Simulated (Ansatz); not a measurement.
Si (diamond structure), cut as (110) film, 4 layers, monofluoride, F-ended; geometry relaxed with PBE. The relaxation kept the symmetry of its start, so a lower minimum of less symmetry isn't excluded. The in-plane lattice is held at the bulk value. With Ansatz (a first-principles code) with PBE the gap on the k-mesh of the run is 1.07 eV. k-points: Γ-centred 5×7×1 mesh; occupations: Fermi-Dirac, 0.020 eV; spin polarisation not allowed. No spin-orbit coupling.

Task: What gap does HSE06 (Ansatz) give on the same geometry and mesh?

Result: 1.70 eV, wider by 0.63 eV.
